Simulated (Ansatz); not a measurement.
Band structure of MgCd2 (C2/m, 6 atoms in the cell).

```xyz
6
Lattice="5.9097 -1.5463 0.0000 5.9097 1.5463 0.0000 -2.1612 0.0000 6.9816" Properties=species:S:1:pos:R:3 pbc="T T T"
Mg     3.2735     0.0000     3.2892
Mg     6.3848     0.0000     3.6924
Cd     7.8957     0.0000     1.0241
Cd     1.7626     0.0000     5.9575
Cd    11.0335     0.0000     1.3512
Cd    -1.3752     0.0000     5.6304
```

Method of the run: PBEsol, PAW files made with PBE (plane waves; Ansatz, a program for electronic structure).

Settings: basis.ecutwfc = 420 eV; kpoints.mp_grid.grid = 5 5 3; hamiltonian.xc = pbesol; hamiltonian.pseudopotentials = {kind: paw} (the program's default PAW files); scf.occupations.method = gaussian; scf.occupations.width = 0.136 eV; kpoints.band_path.npoints = 8.

The starting cell comes from a database of computed structures (which also holds hypothetical and non-ambient phases and stackings), without a prior relaxation at this level.

Levels in eV from the Fermi level, bands 47 to 54:
```json
[
 {"point": "Γ", "47": "-4.74", "48": "-3.21", "49": "-3.14", "50": "-2.52", "51": "-1.81", "52": "2.45", "53": "3.00", "54": "4.47"},
 {"point": "Y", "47": "-4.90", "48": "-4.90", "49": "-2.49", "50": "-2.17", "51": "2.66", "52": "2.81", "53": "3.01", "54": "3.38"},
 {"point": "F", "47": "-4.15", "48": "-3.88", "49": "-3.68", "50": "-2.09", "51": "-0.28", "52": "2.32", "53": "2.99", "54": "3.19"},
 {"point": "L", "47": "-5.65", "48": "-5.48", "49": "-1.28", "50": "-1.27", "51": "2.10", "52": "2.18", "53": "2.35", "54": "2.70"},
 {"point": "I", "47": "-2.82", "48": "-2.62", "49": "-1.63", "50": "-1.58", "51": "0.70", "52": "1.46", "53": "2.22", "54": "2.77"}
]
```

Bands cross the Fermi level along this path, so the cell is metallic at this level.

Keys are those of Ansatz 0.2.
